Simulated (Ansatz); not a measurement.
Data:

```
CELL_PARAMETERS angstrom
      4.76909     0.00000     0.00000
      0.00000     4.76909     0.00000
      0.00000     0.00000     3.21208
ATOMIC_POSITIONS crystal
  Sn 0.50000 0.50000 0.50000
  Sn 0.00000 0.00000 0.00000
  O  0.19372 0.80628 0.50000
  O  0.80628 0.19372 0.50000
  O  0.69372 0.69372 0.00000
  O  0.30628 0.30628 0.00000
```

Computed with r2SCAN, rigid bands (plane waves, PAW, scalar-relativistic; Ansatz, a quantum-chemistry and plane-wave program). Condition of this run: functional r2SCAN on the same cell. Geometry: cell and atoms relaxed with PBEsol.

Task: What conductivity effective mass do dilute electrons have at 300 K?

Result: 0.23 (x), 0.23 (y), 0.196 (z) mₑ.

Task: What conductivity effective mass do dilute holes have at 300 K?

Result: 1.47 (x), 1.47 (y), 1.96 (z) mₑ.

Task: And the band gap?

Result: 1.68 eV at this level; semilocal functionals usually fall short of the measured gap.

Rigid bands, one relaxation time for all states, no polarons. Spin-orbit coupling is left out; where it splits the top of the valence band it changes the hole mass and lowers the gap by about a third of the splitting. Geometry: cell and atoms relaxed with PBEsol.
